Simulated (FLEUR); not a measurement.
Worked example: self-consistent single point of Cu3N (Pm-3m, 4 atoms in the cell) in FLEUR.

Computed with FLEUR with PBE+U, all-electron FLAPW (FLEUR), scalar-relativistic valence.

```yaml
crystal:
  lattice:
    - [3.74986, 0.00000, 0.00000]
    - [0.00000, 3.74986, 0.00000]
    - [0.00000, 0.00000, 3.74986]
  atoms:
    - { symbol: Cu, position: [0.00000, 0.00000, 0.50000] }
    - { symbol: Cu, position: [0.50000, 0.00000, 0.00000] }
    - { symbol: Cu, position: [0.00000, 0.50000, 0.00000] }
    - { symbol: N, position: [0.00000, 0.00000, 0.00000] }
```

Reference input (self-consistent single point, DFT, PBE, all-electron FLAPW (FLEUR), scalar-relativistic valence): Kmax = 4.7 1/bohr; GmaxXC = 16.4 1/bohr; xcFunctional = pbe; jspins = 1; l_soc = F; mode = hist; fermiSmearingEnergy = 0.00499791 Htr; mesh (inpgen div1-3) = 6 6 6; inpgen gamma flag = true; Gmax = 16.4 1/bohr; numbands = 0; maxIterBroyd = 15. This run's input differs from it in these lines:

```diff
@@ -61,2 +61,3 @@
          <energyParameters s="4" p="4" d="3" f="4"/>
+         <ldaU l="2" U="2.0" J="0.0" l_amf="F"/>
       </species>
```

Output, abridged:

```
 Iteration:     1   Distance:      38.39708094 me/bohr^3
 Iteration:     2   Distance:      25.10924075 me/bohr^3
 Iteration:     3   Distance:      20.40804206 me/bohr^3
 Iteration:     4   Distance:      11.37804503 me/bohr^3
 Iteration:     5   Distance:       7.38815707 me/bohr^3
   [... 9 lines left out ...]
 Iteration:    15   Distance:       0.00013057 me/bohr^3
 Iteration:    16   Distance:       0.00003781 me/bohr^3
 Iteration:    17   Distance:       0.00002907 me/bohr^3
 Iteration:    18   Distance:       0.00000875 me/bohr^3
 Run finished successfully
 Stop message:
   Structural relaxation: Done

[file out, last iteration]
             iter=     19
[...]
          total density-effective poten   -7.9754841533E+03
          total charge density-energy d   -2.0988448215E+02
 spin #  1
n-matrix for atom #   1
V-matrix for atom #   1
 using the atomic limit of LDA+U
 -0.91591923263195851
 Updated energy parameters for spin:           1
[...]
 fermi energy and band-weighting factors:

[...]
FERMIE:
          first approx. to ef    (T=0)  :   0.245251 htr   (energy of the highest occ. eigenvalue)
          number of occ. states  (T=0)  :        380
          first approx. to seigv (T=0)  :   3.411116 htr
          sum of weights of occ. states :  19.000000
          sum of semicore charge        :   0.000000 e
FERHIS:  Fermi-Energy by histogram:
   [... lines left out ...]
          bandgap                     :   0.006957 htr
          charge neutrality (T=0)     :   0.000000    (zero if the highest occ. eigenvalue is "entirely" occupied)
     EF_NEWTON:  Adjust Fermi-Energy by Newton-Method.
 Direct bandgap for spin            1 :    3.0376917889438776E-002  Htr
 ---->    free energy=                     -5019.7255211636 htr
   [... lines left out ...]
      extrapolation for T->0
 ---->    total electron energy=           -5019.7251844869 htr
 ***** TOTAL FORCES ON ATOMS *****
 TOTAL FORCE FOR ATOM TYPE=  1  X=  0.000   Y=  0.000   Z=  3.543
                       FX_TOT= 0.000000 FY_TOT= 0.000000 FZ_TOT= 0.000000
 TOTAL FORCE FOR ATOM TYPE=  2  X=  0.000   Y=  0.000   Z=  0.000
                       FX_TOT= 0.000000 FY_TOT= 0.000000 FZ_TOT= 0.000000
 Structural relaxation: Done
```

The run converged in 18 iterations. FLEUR gives forces in its relaxation mode, with a further iteration, so its stop message speaks of a relaxation. 

The starting cell comes from a database of computed structures (which also holds hypothetical and non-ambient phases and stackings), without a prior relaxation at this level. Its lattice was rescaled by a random factor within 2.5 % of one. Spin polarisation is off. The U value is a test value, and with U on an open shell several self-consistent states can exist. Values depend on the basis (sphere radii, cutoffs, local orbitals), which need not be converged. No gap is read from this output. The log's line on a gap gives a spacing of levels on this mesh, which the program prints for metals too.

Cost on one core of a shared machine: roughly 80 s.
